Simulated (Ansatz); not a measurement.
# GdAl (Cmcm, No. 63; cell taken from a computed entry)

The numbers are results of r²SCAN (Ansatz, an electronic-structure program, PAW), not measurements.

Settings: plane-wave cutoff 500 eV, 10×10×10 k mesh, Fermi–Dirac smearing 0.1 eV, spin-polarised start, scalar-relativistic PAW data made under PBE.

Cell (relaxed at this level):

```cif
data_Al4Gd4
_chemical_formula_sum 'Gd4 Al4'
_space_group_name_H-M_alt 'P 1'
_space_group_IT_number 1
_cell_length_a 5.92198
_cell_length_b 5.92198
_cell_length_c 5.59960
_cell_angle_alpha 90.000
_cell_angle_beta 90.000
_cell_angle_gamma 78.300
loop_
_space_group_symop_operation_xyz
  'x, y, z'
loop_
_atom_site_label
_atom_site_type_symbol
_atom_site_fract_x
_atom_site_fract_y
_atom_site_fract_z
_atom_site_occupancy
Gd1 Gd 0.66200 0.96766 0.75000 1
Gd2 Gd 0.33800 0.03234 0.25000 1
Gd3 Gd 0.96766 0.66200 0.25000 1
Gd4 Gd 0.03234 0.33800 0.75000 1
Al1 Al 0.50000 0.50000 0.00000 1
Al2 Al 0.50000 0.50000 0.50000 1
Al3 Al 0.19100 0.80900 0.75000 1
Al4 Al 0.80900 0.19100 0.25000 1
```

| Property | Value |
|---|---|
| volume per atom | 24.04 Å³/atom |

Note: the magnetic order was assumed, not searched for or taken from measurement; the relaxation could not lower the start's symmetry, so the cell can be a saddle point above a distorted one; the 4f shell is treated without U or exact exchange, so its levels and filling can be wrong.

Spin–orbit coupling is not included.

Computed values are for the static lattice.
